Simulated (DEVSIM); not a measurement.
System: abrupt Si p-n junction, at 300 K.

```
layer (left to right)  material  thickness (μm)  Nd (cm⁻³)  Na (cm⁻³)  τn (s)  τp (s)
---------------------  --------  --------------  ---------  ---------  ------  ------
1                            Si           0.290          -     2.6e15  1.5e-7  1.5e-7
2                            Si            1.20     1.4e14          -  1.5e-7  1.5e-7
```

Left contact: ohmic. Right contact: ohmic. Voltage is applied to the left contact. Recombination: SRH at mid-gap, Auger. Mobility is μmin + (μ − μmin)/(1 + (N/Nref)^α).

The device is made up for the run: typed textbook-type constants, with dimensions and the other settings drawn at random. Values at 300 K; Nc and Nv go as T^1.5, mobilities as T to minus their exponent, the gap by Varshni's rule with the affinity fixed.

```
parameter               Si
----------------  --------
gap (eV)             1.124
affinity (eV)         4.05
permittivity          11.7
Nc (cm⁻³)          2.86e19
Nv (cm⁻³)           3.1e19
μn (cm²/Vs)           1417
μp (cm²/Vs)            470
μn,min                  52
μp,min                  45
Nref,n              9.7e16
Nref,p              2.2e17
αn                    0.68
αp                    0.72
T exponent of μn       2.3
T exponent of μp       2.2
Cn (cm⁶/s)         2.8e-31
Cp (cm⁶/s)         9.9e-32
Varshni α (eV/K)  0.000473
Varshni β (K)          636
```

Model (solved in DEVSIM): 1D drift-diffusion, Boltzmann statistics, complete ionisation; no tunnelling, impact ionisation, image-force lowering or self-heating.

The temperature was swept, all else fixed.

```tsv
temperature (K)	potential step across the device at zero bias (V)	dark forward voltage at 100 A/cm² (V)	largest field in the device at zero bias (V/cm)
250	0.682	0.752	6400
300	0.565	0.676	5600
350	0.445	0.601	4900
400	0.322	0.536	4300
450	0.200	0.464	3900
500	0.108	___	___
```

**Question.** Fill in the missing entries.

**Answer.** 
- 500, dark forward voltage at 100 A/cm² (V): 0.304
- 500, largest field in the device at zero bias (V/cm): 3300
